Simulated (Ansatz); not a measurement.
The starting structures come from a database of crystals and need not be the phases stable at ambient conditions.

Tunnelling through a barrier is set by its complex band structure: the current falls as exp(−2κd) with the smallest κ.

Data:

```
CELL_PARAMETERS angstrom
      7.57492    -0.00512     0.00900
     -2.22658     7.53805     0.00107
      0.02749     1.08628     4.73399
ATOMIC_POSITIONS crystal
  Sb 0.81553 0.71507 0.35464
  Sb 0.18447 0.28493 0.64536
  Pb 0.35405 0.80060 0.84239
  Pb 0.64595 0.19940 0.15761
  F  0.56604 0.08592 0.72556
  F  0.43396 0.91408 0.27444
  F  0.94629 0.66079 0.06172
  F  0.05371 0.33921 0.93828
  F  0.04661 0.82276 0.49227
  F  0.95339 0.17724 0.50773
  F  0.79626 0.47805 0.58290
  F  0.20374 0.52195 0.41710
  F  0.68325 0.76898 0.64744
  F  0.31675 0.23102 0.35256
  F  0.58660 0.60605 0.20454
  F  0.41340 0.39395 0.79546
  F  0.81685 0.94751 0.12170
  F  0.18315 0.05249 0.87830
```

Space group of this cell: P-1. The cell was relaxed by PBE-D3(BJ); by r2SCAN its mean pressure is -4.7 GPa.

Transport runs along the normal of the first two printed cell vectors.

The gap is the functional's own. No spin-orbit coupling. Mid-gap values are interpolated on the energy grid.

### Question
Give the band gap and the smallest decay constant κ at mid-gap that r2SCAN run with Ansatz (a first-principles code) yields.

### Answer
Gap 4.60 eV on a 4×4×6 mesh; κ = 0.451 1/Å, at the zone centre.
